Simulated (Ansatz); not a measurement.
Functionals compared on Cl on the 1x1 (111) surface of fcc Ni, ferromagnetic, one in a 2x2 cell, started at the site 'hollow Ni-Ni-Ni over Ni at depth 2.0 Å', in Ansatz (plane waves, PAW). The structure was relaxed with PBE; the other rows are single points on it, each with its references at the same level. Cutoff 420 eV.

Set-up: 17 atoms, 6.0 Å thick at the start under the adsorbate (thin: gaps and levels are the slab's own); mesh 7x7x1; 0.1 eV smearing; dipole correction on; 8 atoms held, the rest relaxed; held to the start's symmetry, so lower structures may exist; spin-polarised, no spin-orbit, no U, no dispersion correction. At the end it is bonded to 3 Ni. In PBE this state lies 0.06 eV over the lowest of the starts that converged ('bridge Ni-Ni (span 2.5 Å)'). These notes are the PBE run's. Adsorption energies are against ½ Cl2(g). A negative adsorption energy means that the adsorbate is more stable on the surface than in its reference.

| functional | adsorption energy (eV) | work function of the top face (eV) | change of the work function (eV) | magnetic moment of the cell (μB) | rough cost of the single point |
|---|---|---|---|---|---|
| PBE | -1.98 | 5.03 | -0.05 | 10.59 | – |
| RPBE | ? | ? | ? | 10.71 | very roughly 2.6 core-minutes |

Q: Complete the blanks.

A: 
- RPBE, adsorption energy (eV): -1.72
- RPBE, work function of the top face (eV): 4.91
- RPBE, change of the work function (eV): 0.01

Ansatz is an electronic-structure program.
